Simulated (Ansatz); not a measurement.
Take AlN (space group P6_3/mmc, No. 194; a = 3.3016 Å, c = 4.1410 Å; a cell from a computed database, its experimental status unchecked) as the base.

Levels (all Ansatz, a first-principles code, PAW): PBEsol (420 eV, no spin-orbit coupling); r2SCAN (500 eV, scalar-relativistic without spin-orbit coupling); HSE06 (420 eV, no spin-orbit coupling).

One geometry, relaxed with PBEsol, under each level:

| level | band gap | lowest conduction level above the VBM at special points | electron mass | hole mass | pressure |
|---|---|---|---|---|---|
| PBEsol | 3.32 eV | Γ 3.32 eV; M 3.82 eV; L 5.05 eV; K 5.08 eV | 0.33 mₑ along c, 0.30 mₑ across (at Γ) | 0.28 mₑ along c, 0.91 mₑ across (at Γ) | 0.00 GPa |
| r2SCAN | (withheld) | (withheld) | (withheld) | (withheld) | (withheld) |
| HSE06 | 4.69 eV | Γ 4.69 eV; M 5.21 eV; L 6.47 eV | – | – | – |

Q: Give the withheld r2SCAN results.

A: 
- r2SCAN, band gap: 3.98 eV
- r2SCAN, lowest conduction level above the VBM at special points: Γ 3.98 eV; M 4.62 eV; L 5.81 eV; K 5.85 eV
- r2SCAN, electron mass: 0.35 mₑ along c, 0.31 mₑ across (at Γ)
- r2SCAN, hole mass: 0.29 mₑ along c, 0.89 mₑ across (at Γ)
- r2SCAN, pressure: -1.52 GPa

Single points use the geometry relaxed with PBEsol. Their cutoffs differ, which shifts pressures a little. Masses are band curvatures over ±0.01 Å⁻¹ around the edge. Stability against distortions was not tested. This is not the structure that AlN has at room temperature and ambient pressure.
